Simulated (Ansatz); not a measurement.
Consider this model of amorphous Si24O50Ge.

```yaml
crystal:
  lattice:
    - [10.45277, -0.25970, 0.08712]
    - [-0.25970, 10.02280, -0.14081]
    - [0.08712, -0.14081, 10.57530]
  atoms:
    - { symbol: Si, position: [0.44652, 0.32978, 0.46766] }
    - { symbol: Si, position: [0.49177, 0.27337, 0.17245] }
    - { symbol: Si, position: [0.42743, 0.72377, 0.25837] }
    - { symbol: Si, position: [0.50419, 0.97451, 0.07673] }
    - { symbol: Si, position: [0.56039, 0.49122, 0.67466] }
    - { symbol: Si, position: [0.82789, 0.18890, 0.74749] }
    - { symbol: Si, position: [0.10643, 0.10510, 0.77041] }
    - { symbol: Si, position: [0.03924, 0.55479, 0.74394] }
    - { symbol: Si, position: [0.79372, 0.92599, 0.58123] }
    - { symbol: Si, position: [0.93446, 0.78778, 0.40245] }
    - { symbol: Si, position: [0.89547, 0.40400, 0.54892] }
    - { symbol: Si, position: [0.30894, 0.55363, 0.61133] }
    - { symbol: Si, position: [0.29901, 0.08278, 0.58299] }
    - { symbol: Si, position: [0.02265, 0.45591, 0.01019] }
    - { symbol: Si, position: [0.06556, 0.34987, 0.33347] }
    - { symbol: Si, position: [0.91109, 0.20600, 0.15810] }
    - { symbol: Si, position: [0.79452, 0.92969, 0.03622] }
    - { symbol: Si, position: [0.95791, 0.84084, 0.78888] }
    - { symbol: Si, position: [0.36621, 0.09638, 0.85490] }
    - { symbol: Si, position: [0.65035, 0.71411, 0.47441] }
    - { symbol: Si, position: [0.22785, 0.79624, 0.46337] }
    - { symbol: Si, position: [0.81555, 0.42881, 0.29045] }
    - { symbol: Si, position: [0.27823, 0.45463, 0.16567] }
    - { symbol: Si, position: [0.86035, 0.66795, 0.15587] }
    - { symbol: O, position: [0.65257, 0.86764, 0.53388] }
    - { symbol: O, position: [0.97144, 0.17218, 0.79990] }
    - { symbol: O, position: [0.54331, 0.70043, 0.36069] }
    - { symbol: O, position: [0.89344, 0.93678, 0.45689] }
    - { symbol: O, position: [0.38211, 0.58190, 0.18569] }
    - { symbol: O, position: [0.07595, 0.94483, 0.75256] }
    - { symbol: O, position: [0.97187, 0.46082, 0.27735] }
    - { symbol: O, position: [0.73283, 0.21260, 0.86875] }
    - { symbol: O, position: [0.78887, 0.27693, 0.23060] }
    - { symbol: O, position: [0.80185, 0.69566, 0.43202] }
    - { symbol: O, position: [0.95718, 0.75520, 0.25199] }
    - { symbol: O, position: [0.88007, 0.90158, 0.90988] }
    - { symbol: O, position: [0.82666, 0.31002, 0.65213] }
    - { symbol: O, position: [0.02946, 0.20605, 0.26018] }
    - { symbol: O, position: [0.01827, 0.44929, 0.85670] }
    - { symbol: O, position: [0.35522, 0.32301, 0.12250] }
    - { symbol: O, position: [0.21455, 0.12995, 0.88071] }
    - { symbol: O, position: [0.16978, 0.48053, 0.06116] }
    - { symbol: O, position: [0.37794, 0.18249, 0.48769] }
    - { symbol: O, position: [0.30054, 0.70490, 0.56174] }
    - { symbol: O, position: [0.62910, 0.45770, 0.80848] }
    - { symbol: O, position: [0.50814, 0.32877, 0.32179] }
    - { symbol: O, position: [0.17231, 0.15732, 0.63793] }
    - { symbol: O, position: [0.02472, 0.34159, 0.48295] }
    - { symbol: O, position: [0.85516, 0.82004, 0.67555] }
    - { symbol: O, position: [0.45433, 0.23531, 0.86366] }
    - { symbol: O, position: [0.93605, 0.53952, 0.62960] }
    - { symbol: O, position: [0.94219, 0.58757, 0.04949] }
    - { symbol: O, position: [0.78715, 0.42405, 0.44203] }
    - { symbol: O, position: [0.49389, 0.10984, 0.16769] }
    - { symbol: O, position: [0.17504, 0.51666, 0.68129] }
    - { symbol: O, position: [0.29590, 0.77298, 0.32568] }
    - { symbol: O, position: [0.25352, 0.95213, 0.50046] }
    - { symbol: O, position: [0.47297, 0.83898, 0.15692] }
    - { symbol: O, position: [0.40775, 0.98720, 0.95695] }
    - { symbol: O, position: [0.07314, 0.75747, 0.46420] }
    - { symbol: O, position: [0.64851, 0.97205, 0.01490] }
    - { symbol: O, position: [0.55139, 0.35668, 0.58076] }
    - { symbol: O, position: [0.20732, 0.41040, 0.29939] }
    - { symbol: O, position: [0.41962, 0.54314, 0.71673] }
    - { symbol: O, position: [0.34711, 0.45057, 0.49444] }
    - { symbol: O, position: [0.87089, 0.05359, 0.11358] }
    - { symbol: O, position: [0.37929, 0.04020, 0.70729] }
    - { symbol: O, position: [0.62547, 0.61031, 0.58916] }
    - { symbol: O, position: [0.75864, 0.55298, 0.21686] }
    - { symbol: O, position: [0.77542, 0.06214, 0.66095] }
    - { symbol: O, position: [0.77511, 0.78457, 0.10218] }
    - { symbol: O, position: [0.59849, 0.33901, 0.06992] }
    - { symbol: O, position: [0.02757, 0.70252, 0.80847] }
    - { symbol: O, position: [0.95915, 0.30882, 0.04710] }
    - { symbol: Ge, position: [0.60283, 0.31403, 0.90304] }
```

Methods: PBE, scalar-relativistic without spin-orbit coupling (Ansatz, a first-principles code); r2SCAN, scalar-relativistic without spin-orbit coupling (Ansatz); HSE06, scalar-relativistic without spin-orbit coupling (Ansatz). Neutral PBE cell, which sets geometry, pressure and energy: sampling: a 2×2×2 Γ-centred mesh; Fermi-Dirac width 0.02 eV; no spin polarisation. Exact exchange is cut at the faces of this 10 Å cell, which leaves hybrid gaps a finite-size error.

The cell was made by melting and quenching with the CHGNet potential and then relaxed with DFT. O atoms were pushed apart under 1.9 Å during the dynamics, to hinder bonds among them. The hot cell started wider than the set density and was brought back towards it in steps. It is the lowest in DFT energy of 2 quenches. It is a model cell: composition and starting density were chosen by hand, and all elements were melted together. No dispersion term was used. Its density started from a set value of 2.27 and ended at 2.32 g/cm³. Cooling (nominally 320 K/ps over its main leg) ran many orders faster than in experiment, which tends to leave more defects and strain. Values belong to this one cell and scatter from quench to quench. Volume and shape were free in the relaxation.

Problem. Give the pressure and the spacing of the highest filled and lowest empty levels.

Solution. 
The pressure on a 2×2×2 Γ-centred mesh comes out as 0.1 kbar. The largest force and stress component on that mesh (the relaxation ran on the zone centre alone) is 0.02 eV/Å and 0.0 GPa, the gap on a 2×2×2 Γ-centred mesh (PBE) comes out as 4.81 eV and the gap at the zone centre (PBE) is 4.84 eV. The gap at the zone centre (r2SCAN) is 5.58 eV, the gap at the zone centre (HSE06) is 6.78 eV and the distance between the nearest levels spread over more than a fifth of the atoms or a third of the atoms of their main element (six at least) (PBE, zone centre) comes out as 4.84 eV.

Problem. At PBE and the zone centre, how localised are the states just below and above the Fermi level (participation number: the atoms over which a state spreads)?

Solution. The highest filled state is spread over 26.1 atoms' worth, largest on O33, with weights by element (charge in smoothed Voronoi cells) O 0.97, Si 0.03, Ge 0.00. The lowest empty state is spread over 15.6 atoms' worth, largest on Ge75, with weights by element (charge in smoothed Voronoi cells) O 0.62, Si 0.20, Ge 0.19.

Cut-offs for bonds: Si-Si 2.60 Å, Si-O 1.90 Å, Si-Ge 2.70 Å, O-O 1.58 Å, O-Ge 2.23 Å, Ge-Ge 2.81 Å. Two cations that share two anions don't count as bonded, nor two that share one unless they lie closer than Si-Si 2.38 Å, Si-Ge 2.47 Å, Ge-Ge 2.57 Å.

Added carriers, by PBE, scalar-relativistic without spin-orbit coupling (Ansatz) on the zone centre alone. Charged cells keep the cell fixed and stand in a uniform background, with no image correction, at a width of 0.01 eV; where the count is odd the moment is locked at 1 μB, unless the neutral cell bore moments. Each starts from the undistorted neutral geometry alone. PBE's self-interaction favours spread-out carriers, so it can miss traps that a hybrid finds.

Problem. What happens at PBE when the cell takes an extra electron and the atoms relax?

Solution. Relaxation lowers the charged cell by 0.71 eV. The largest moves are O45 0.45 Å, O72 0.41 Å, O54 0.30 Å, O68 0.27 Å. The level that holds the added charge spreads over 4.6 atoms' worth, most on Ge75 (weight 0.39): a localised (trapped) carrier, which neighbours of that atom can share. No bond crosses its cut-off with a change of over 0.15 Å. Made neutral again at that geometry, the cell lies +1.68 eV from the neutral start.

Problem. What happens at PBE when the cell takes a hole and the atoms relax?

Solution. Relaxation lowers the charged cell by 0.02 eV. The largest moves are O32 0.02 Å, O40 0.02 Å, O33 0.02 Å, O35 0.02 Å. The level that was emptied spreads over 30.3 atoms' worth, most on O72 (weight 0.06): a carrier spread over the cell. No bond crosses its cut-off with a change of over 0.15 Å. Made neutral again at that geometry, the cell lies +0.02 eV from the neutral start.
